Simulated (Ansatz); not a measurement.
A relaxation of the atoms of InSe (P3m1, 8 atoms in the cell) with Ansatz (a first-principles code).

Level of theory: LDA (PW92), default PAW files made with PBE (plane waves; Ansatz).

The change in words: one atom moved by 0.15 angstrom; relax: default → atoms; relax.f_tol: default → 0.001 eV/Å. Reference geometry:
```yaml
crystal:
  lattice:
    - [4.06757, 0.00000, 0.00000]
    - [-2.03378, 3.52262, 0.00000]
    - [0.00000, 0.00000, 18.14232]
  atoms:
    - { symbol: In, position: [0.00000, 0.00000, 0.57739] }
    - { symbol: In, position: [0.00000, 0.00000, 0.42261] }
    - { symbol: In, position: [0.33333, 0.66667, 0.92261] }
    - { symbol: In, position: [0.33333, 0.66667, 0.07739] }
    - { symbol: Se, position: [0.66667, 0.33333, 0.85300] }
    - { symbol: Se, position: [0.66667, 0.33333, 0.14700] }
    - { symbol: Se, position: [0.33333, 0.66667, 0.64702] }
    - { symbol: Se, position: [0.33333, 0.66667, 0.35298] }
```

Reference input (self-consistent single point, DFT, LDA (PW92), plane waves, default PAW files made with PBE): basis.ecutwfc = 420 eV; kpoints.mp_grid.grid = 6 6 1; hamiltonian.xc = lda; hamiltonian.pseudopotentials = {kind: paw} (the program's default PAW files); scf.occupations.method = fixed. This run's input differs from it in these lines:

```diff
@@ -7,3 +7,3 @@
   atoms:
-    - { symbol: In, position: [0.00000000, 0.00000000, 0.57739000] }
+    - { symbol: In, position: [0.00000000, 0.00000000, 0.58565800] }
     - { symbol: In, position: [0.00000000, 0.00000000, 0.42261000] }
@@ -24,2 +24,4 @@
   occupations: { method: fixed }
+relax:
+  f_tol: 0.001
 output:
```

Log, with long lists cut:

```
   [... SCF lines of the steps left out ...]
relax step   1: F+E_penalty+E_count = -43365.09451186 eV  Δ(F+E_penalty+E_count) = +0.000e0 eV  max|allowed force component| = 1.321e0 eV/Å  Δτ_max = 0.0000 Å  (9 SCF iters, dr2 threshold 1.00e-7 eV, accepted)
relax step   2: F+E_penalty+E_count = -43365.17227700 eV  Δ(F+E_penalty+E_count) = -7.777e-2 eV  max|allowed force component| = 1.097e0 eV/Å  Δτ_max = 0.1948 Å  (6 SCF iters, dr2 threshold 1.00e-4 eV, accepted)
   [... lines left out ...]
relax step  11: F+E_penalty+E_count = -43365.27696599 eV  Δ(F+E_penalty+E_count) = -1.123e-4 eV  max|allowed force component| = 2.662e-3 eV/Å  Δτ_max = 0.0095 Å  (6 SCF iters, dr2 threshold 4.18e-8 eV, accepted)
relax step  12: F+E_penalty+E_count = -43365.27696631 eV  Δ(F+E_penalty+E_count) = -3.209e-7 eV  max|allowed force component| = 4.735e-3 eV/Å  Δτ_max = 0.0032 Å  (8 SCF iters, accepted)
relax step  13: F+E_penalty+E_count = -43365.27696977 eV  Δ(F+E_penalty+E_count) = -3.464e-6 eV  max|allowed force component| = 4.746e-4 eV/Å  Δτ_max = 0.0008 Å  (6 SCF iters, accepted)
the relaxation is at rest under the 6 symmetry operations that the run kept from its start: a minimum is not shown …
Free energy (F): -43365.276970 eV
Internal energy: -43365.276970 eV  (E = F + TS)
E sigma→0 (E₀):  -43365.276970 eV
Fermi energy:    5.494759 eV
--- Forces (eV/Å), atoms counted from 1 ---
  atom   1  In     0.00000000     0.00000000    -0.00040551
  atom   2  In     0.00000000     0.00000000    -0.00009706
  atom   3  In     0.00000000     0.00000000     0.00039665
  atom   4  In     0.00000000     0.00000000    -0.00005133
  atom   5  Se     0.00000000    -0.00000000    -0.00047333
  atom   6  Se     0.00000000     0.00000000    -0.00002236
   [... lines left out ...]
    - { symbol: Se, position: [0.6666666666666667, 0.33333333333333337, 0.828942387497162] }
    - { symbol: Se, position: [0.6666666666666667, 0.33333333333333337, 0.1141210458228831] }
    - { symbol: Se, position: [0.33333333333333337, 0.6666666666666667, 0.6731122602041073] }
    - { symbol: Se, position: [0.33333333333333337, 0.6666666666666667, 0.38793894685106595] }
```

The run converged. 

Summary of the result:
* **Free energy E − TS (on the zero of these files)**: -43365.2770 eV
* **Top of the valence band (on the code's own zero)**: 5.49 eV
* **Gap on the k-point mesh**: 0.48 eV
* **Pressure**: -1.32 GPa
* **Relaxation steps**: 13

The starting cell comes from a database of computed structures (which also holds hypothetical and non-ambient phases and stackings), without a prior relaxation at this level. Its lattice was rescaled by up to half a per cent. For this run, on top of that: one atom moved by 0.15 angstrom. The relaxation keeps the symmetry of its start, so its end need not be a minimum. Ansatz's pressure includes its estimate of the finite-basis (Pulay) stress.

Cost on one core of a shared machine: roughly 2 min.

Keys are those of Ansatz 0.2.
